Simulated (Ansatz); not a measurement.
A self-consistent single point of a (001) slab of NiTe2 (cut from a parent of space group no. 164; 6 atoms in the cell) with Ansatz (an electronic-structure program).

Computed with PBEsol, default PAW files made with PBE (plane waves; Ansatz).

The change in words: vacuum of 4 angstrom (first run: 14 Å). Reference geometry:
```
CELL_PARAMETERS angstrom
      3.88675     0.00000     0.00000
     -1.94337     3.36602     0.00000
      0.00000     0.00000    21.99591
ATOMIC_POSITIONS crystal
  Ni 0.00000 0.00000 0.37751
  Te 0.33333 0.66667 0.43677
  Te 0.66667 0.33333 0.31824
  Ni 0.00000 0.00000 0.62249
  Te 0.33333 0.66667 0.68176
  Te 0.66667 0.33333 0.56323
```

Reference input (self-consistent single point, DFT, PBEsol, plane waves, default PAW files made with PBE): basis.ecutwfc = 30.9 Ry; kpoints.mp_grid.grid = 9 9 1; hamiltonian.xc = pbesol; hamiltonian.pseudopotentials = {kind: paw} (the program's default PAW files); scf.occupations.method = gaussian; scf.occupations.width = 0.0073 Ry. This run's input differs from it in these lines:

Ansatz 0.2 input:
```diff
@@ -5,10 +5,10 @@
     - [-1.94337300, 3.36602200, 0.00000000]
-    - [0.00000000, 0.00000000, 21.99590600]
+    - [0.00000000, 0.00000000, 11.99590800]
   atoms:
-    - { symbol: Ni, position: [0.00000000, 0.00000000, 0.37750700] }
-    - { symbol: Te, position: [0.33333300, 0.66666700, 0.43677200] }
-    - { symbol: Te, position: [0.66666700, 0.33333300, 0.31824100] }
-    - { symbol: Ni, position: [0.00000000, 0.00000000, 0.62249300] }
-    - { symbol: Te, position: [0.33333300, 0.66666700, 0.68175900] }
-    - { symbol: Te, position: [0.66666700, 0.33333300, 0.56322800] }
+    - { symbol: Ni, position: [0.00000000, 0.00000000, 0.27539500] }
+    - { symbol: Te, position: [0.33333300, 0.66666700, 0.38406400] }
+    - { symbol: Te, position: [0.66666700, 0.33333300, 0.16672400] }
+    - { symbol: Ni, position: [0.00000000, 0.00000000, 0.72460500] }
+    - { symbol: Te, position: [0.33333300, 0.66666700, 0.83327600] }
+    - { symbol: Te, position: [0.66666700, 0.33333300, 0.61593600] }
 basis:
```

The program printed (abridged):

```
SCF iter   1: F=—  HF=-39217.169493 eV  |F-HF|=—  |Δ(HF+E_count)|=         —  Δρ=1.78e-2  dr2=3.96e-1  ethr=1.77e-3  ⟨swp⟩=7.3  Hψ=2805  notcnv=0  defer=7
all-band conjugate gradients solve this SCF's bands
preconditioner: auto → LDOS
SCF iter   2: F=—  HF=-39217.169916 eV  |F-HF|=—  |Δ(HF+E_count)|=   4.23e-4  Δρ=1.74e-2  dr2=3.30e-1  ethr=3.96e-4  ⟨swp⟩=2.1  Hψ=1080  notcnv=0  defer=44
   [... lines left out ...]
SCF iter   5: F=—  HF=-39217.136553 eV  |F-HF|=—  |Δ(HF+E_count)|=   4.30e-5  Δρ=1.21e-4  dr2=3.43e-5  ethr=5.07e-7  ⟨swp⟩=2.0  Hψ=1178  notcnv=0  defer=44
SCF iter   6: F=—  HF=-39217.136573 eV  |F-HF|=—  |Δ(HF+E_count)|=   2.02e-5  Δρ=5.62e-5  dr2=4.89e-6  ethr=3.43e-8  ⟨swp⟩=2.0  Hψ=1186  notcnv=0  defer=43
SCF iter   7: F=—  HF=-39217.136574 eV  |F-HF|=—  |Δ(HF+E_count)|=   5.42e-7  Δρ=1.55e-5  dr2=5.47e-7  ethr=4.89e-9  ⟨swp⟩=2.0  Hψ=888  notcnv=0  defer=42
SCF iter   8: F=-39217.136574 eV  HF=-39217.136574 eV  |F-HF|=3.56e-8  |Δ(HF+E_count)|=   1.79e-8  Δρ=6.23e-6  dr2=6.70e-8  ethr=1.00e-10  ⟨swp⟩=11.2  Hψ=3230  notcnv=0
SCF 1 converged in 8 iterations: F = -39217.136574 eV  dr2 = 6.70e-8
Free energy (F): -39217.136574 eV
Internal energy: -39217.120322 eV  (E = F + TS)
E sigma→0 (E₀):  -39217.128448 eV
Entropy (-TS):   -0.016252 eV (-2.709 meV/atom)
Fermi energy:    9.919080 eV
--- Forces (eV/Å), atoms counted from 1 ---
  atom   1  Ni     0.00000000     0.00000000     0.10599175
  atom   2  Te    -0.00000000     0.00000000    -0.31685771
  atom   3  Te     0.00000000    -0.00000000     0.16564059
  atom   4  Ni    -0.00000000    -0.00000000    -0.10599175
  atom   5  Te    -0.00000000     0.00000000    -0.16564059
  atom   6  Te     0.00000000     0.00000000     0.31685771
--- Stress (GPa, compression-positive) ---
       -4.745873      -0.000000      -0.000000
        0.000000      -4.745873      -0.000000
       -0.000000      -0.000000      -2.899335
  P = ⅓ Tr σ = -4.1304 GPa (-41.304 kbar)
  The stress holds the Pulay correction. Without it, at fixed plane waves, as pw.x and ABINIT print it: P = -4.1626 GPa
```

The run converged in 8 iterations. Against the reference run the free energy goes down by 21.8 meV/atom and the largest force goes from 0.338 to 0.317 eV/Å.

The starting cell comes from a database of computed structures (which also holds hypothetical and non-ambient phases and stackings), without a prior relaxation at this level. The slab is cut from that crystal, and its faces are unrelaxed. Its lattice was rescaled by up to half a per cent. Spin-orbit coupling is off. Spin polarisation is off, so a magnetic state, if there is one, cannot be reached.
